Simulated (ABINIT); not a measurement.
Worked example: self-consistent single point of YPt2 (Fd-3m, 6 atoms in the cell) in ABINIT.

Method of the run: LDA (PW92), norm-conserving pseudopotentials (PseudoDojo nc-sr-04 LDA standard) (plane waves; ABINIT).

```
YPt2
1.0
    0.00000     3.82539     3.82539
    3.82539     0.00000     3.82539
    3.82539     3.82539     0.00000
Y Pt
2 4
Direct
  0.50000   0.50000   0.50000
  0.75000   0.75000   0.75000
  0.62500   0.12500   0.12500
  0.12500   0.12500   0.62500
  0.12500   0.62500   0.12500
  0.12500   0.12500   0.12500
```

Reference input (self-consistent single point, DFT, PBEsol, plane waves, norm-conserving pseudopotentials (PseudoDojo nc-sr-04 PBEsol standard)): pseudos = [Y.upf, Pt.upf]; ecut = 1143 eV; occopt = 7; tsmear = 0.1 eV; ngkpt = 6 6 6; nshiftk = 1; shiftk = 0 0 0; potentials = PseudoDojo nc-sr-04 PBEsol standard; nband = 59; kptopt = 1; nstep = 80; toldfe = 1e-09 Ha. This run's input differs from it in these lines:

```diff
@@ -1,2 +1,2 @@
-# YPt2, PseudoDojo nc-sr-04 PBEsol standard
+# YPt2, PseudoDojo nc-sr-04 LDA standard
 pp_dirpath "./"
```

Its files differ too (potentials: PseudoDojo nc-sr-04 PBEsol standard → PseudoDojo nc-sr-04 LDA standard).

Output, abridged:

```
--- !BeginCycle
solver: {iscf: 7, nstep: 80, nline: 4, wfoptalg: 0, }
tolerances: {toldfe: 1.00E-09, }
...

     iter   Etot(hartree)      deltaE(h)  residm     vres2
 ETOT  1  -603.40538005324    -6.034E+02 2.379E-01 7.538E+03
 ETOT  2  -602.84161604393     5.638E-01 4.874E-02 2.073E+04
 ETOT  3  -604.57838182485    -1.737E+00 1.516E-02 1.769E+03
 ETOT  4  -604.61811761699    -3.974E-02 4.372E-02 1.266E+03
 ETOT  5  -604.70511833529    -8.700E-02 1.572E-02 8.297E+01
   [... 3 lines left out ...]
 ETOT  9  -604.71170221505    -3.655E-06 2.012E-03 3.368E-04
 ETOT 10  -604.71170223826    -2.321E-08 1.858E-03 2.110E-06
 ETOT 11  -604.71170223853    -2.709E-10 8.338E-04 3.417E-08
 ETOT 12  -604.71170223847     5.582E-11 9.542E-04 7.856E-10
 At SCF step   12, etot is converged :
  for the second time, diff in etot=  5.582E-11 < toldfe=  1.000E-09

 Cartesian components of stress tensor (hartree/bohr^3)
  sigma(1 1)=  2.70770739E-04  sigma(3 2)=  0.00000000E+00
  sigma(2 2)=  2.70770739E-04  sigma(3 1)=  0.00000000E+00
  sigma(3 3)=  2.70770739E-04  sigma(2 1)=  0.00000000E+00

 ----iterations are completed or convergence reached----

 reduced coordinates (array xred) for    6 atoms
       0.500000000002      0.500000000002      0.500000000002
       0.750000000002      0.750000000002      0.750000000002
       0.625000000002      0.125000000002      0.125000000002
       0.125000000002      0.125000000002      0.625000000002
       0.125000000002      0.625000000002      0.125000000002
       0.125000000002      0.125000000002      0.125000000002
   [... lines left out ...]
 Fermi (or HOMO) energy (hartree) =   0.48288   Average Vxc (hartree)=  -0.47979
   [... lines left out ...]
total_energy        : -6.04711702238474E+02
total_energy_eV     : -1.64550422542451E+04
band_energy         : -5.23132461867342E+01
...

-Cartesian components of stress tensor (GPa)         [Pressure= -7.9663E+00 GPa]
- sigma(1 1)=  7.96634882E+00  sigma(3 2)=  0.00000000E+00
- sigma(2 2)=  7.96634882E+00  sigma(3 1)=  0.00000000E+00
- sigma(3 3)=  7.96634882E+00  sigma(2 1)=  0.00000000E+00

 Calculation completed.
```

The run converged in 12 iterations. Against the reference run the pressure goes from -4.00 to -7.97 GPa.

The starting cell comes from a database of computed structures (which also holds hypothetical and non-ambient phases and stackings), without a prior relaxation at this level. Spin polarisation is off. With a pressure of about -8 GPa the cell is away from its equilibrium volume at this level.

Cost on one core of a shared machine: roughly 6 min.
